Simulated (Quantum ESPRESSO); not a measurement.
Quantum ESPRESSO run on HfGeTe (P4mm, 6 atoms in the cell): self-consistent single point.

Level of theory: PBEsol, PSlibrary PAW (PBE) pseudopotentials (plane waves; Quantum ESPRESSO).

```
HfGeTe
1.0
    3.74425     0.00000     0.00000
    0.00000     3.74425     0.00000
    0.00000     0.00000    10.17541
Hf Ge Te
2 2 2
Direct
  0.00000   0.50000   0.79650
  0.50000   0.00000   0.20841
  0.00000   0.00000   0.00000
  0.50000   0.50000   0.00000
  0.50000   0.00000   0.66020
  0.00000   0.50000   0.33980
```

Reference input (self-consistent single point, DFT, PBEsol, plane waves, PSlibrary PAW (PBE) pseudopotentials): ecutwfc = 55 Ry; ecutrho = 330 Ry; occupations = smearing; smearing = gaussian; degauss = 0.0073499 Ry; input_dft = pbesol; K_POINTS = automatic 4 4 2 0 0 0; conv_thr = 1e-10 Ry; mixing_beta = 0.3. This run's input differs from it in these lines:

```diff
@@ -16,5 +16,3 @@
  ecutrho = 330
- occupations = 'smearing'
- smearing = 'gaussian'
- degauss = 0.0073499
+ occupations = 'tetrahedra_opt'
  input_dft = 'pbesol'
```

Output, abridged:

```
     Self-consistent Calculation

     iteration #  1     ecut=    55.00 Ry     beta= 0.30

---- Real-time Memory Report at c_bands before calling an iterative solver
           367 MiB given to the printing process from OS
           107 MiB allocation reported by mallinfo(arena+hblkhd)
------------------

     Threshold (ethr) on eigenvalues was too large:
     Diagonalizing with lowered threshold

---- Real-time Memory Report at c_bands before calling an iterative solver
           411 MiB given to the printing process from OS
           130 MiB allocation reported by mallinfo(arena+hblkhd)
------------------

   [... lines left out ...]
           445 MiB given to the printing process from OS
           159 MiB allocation reported by mallinfo(arena+hblkhd)
------------------

     total energy              =   -2410.62827311 Ry
     estimated scf accuracy    <       0.00187404 Ry

     iteration #100     ecut=    55.00 Ry     beta= 0.30

---- Real-time Memory Report at c_bands before calling an iterative solver
           445 MiB given to the printing process from OS
           159 MiB allocation reported by mallinfo(arena+hblkhd)
------------------

     total energy              =   -2410.62827695 Ry
     estimated scf accuracy    <       0.00033464 Ry
     End of self-consistent calculation

     convergence NOT achieved after 100 iterations: stopping

   JOB DONE.
```

The run ended unconverged after 100 iterations. 

The starting cell comes from a database of computed structures (which also holds hypothetical and non-ambient phases and stackings), without a prior relaxation at this level. Its lattice was rescaled by up to half a per cent. One atom was moved a little off its site on purpose.

Cost on one core of a shared machine: roughly 7 min.
